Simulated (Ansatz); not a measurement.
The parent structure is Li2O in the anti-fluorite structure (space group Fm-3m, No. 225).

```xyz
3
Lattice="0.0000 2.2864 2.2864 2.2864 0.0000 2.2864 2.2864 2.2864 0.0000" Properties=species:S:1:pos:R:3 pbc="T T T"
O      0.0000     0.0000     0.0000
Li     1.1432     1.1432     1.1432
Li     3.4296     3.4296     3.4296
```

Cartesian axes are those of the cell as printed.

Level of theory: r2SCAN (Ansatz, a quantum-chemistry and plane-wave program, PAW, no spin-orbit coupling).

Base values:

| Item | Result |
|---|---|
| Band gap | 5.77 eV |
| Shortest interatomic distance | 1.980 Å |
| Valence-band top at Γ | 0.00, 0.00, 0.00 eV |

Now apply this change: a free-standing slab of 1 layer (3 atoms, 3 a layer) is cut normal to [111], with 15 Å of vacuum and the in-plane cell held at bulk.

### Question
What does the calculation give for the gap character, band gap, shortest interatomic distance, valence-band top at Γ and change of the spacing d12 from its bulk value of 0.660 Å after the change?

### Answer
The gap character is direct at Γ; the band gap drops by 2.70 eV (5.77 eV → 3.07 eV); the shortest interatomic distance decreases by 0.010 Å, from 1.980 Å to 1.970 Å; the valence-band top at Γ (three highest levels, from the VBM) becomes 0.00, 0.00, -1.26 eV (base: 0.00, 0.00, 0.00 eV); the change of the spacing d12 from its bulk value of 0.660 Å is -4.8 %.

Stability against distortions was not tested. Labels are those of the standard path for the cell's own space group.
